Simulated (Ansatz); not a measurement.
## Ce in the fcc (Cu type) structure (space group Fm-3m, No. 225)

Space group Fm-3m (No. 225); a = b = c = 4.732 Å, α = β = γ = 90.00°

```csv
atom,site,symmetry,x,y,z
Ce,4a,m-3m,0.0000,0.0000,0.0000
```
(The calculation used a cell of 1 atom; values per cell refer to that cell.)

The values are results of DFT with PBE, PAW potentials and a 420 eV plane-wave cutoff in Ansatz (a first-principles code), without spin-orbit coupling, not measurements. Γ-centred 17×17×17 mesh, Fermi–Dirac width 0.05 eV.

```yaml
volume_per_atom: 26.49 Å³
density: 8.78 g/cm³
band_gap: zero
total_energy: -6575.592 eV/atom (σ→0; compares only within this code and set-up)
```

Open 4f shells without U are poorly described, and the f state was not checked. Whether these cells are dynamically stable was not tested. Starting moments died away, wholly or in part, for the base; another magnetic solution may exist. All final runs are without spin polarisation.
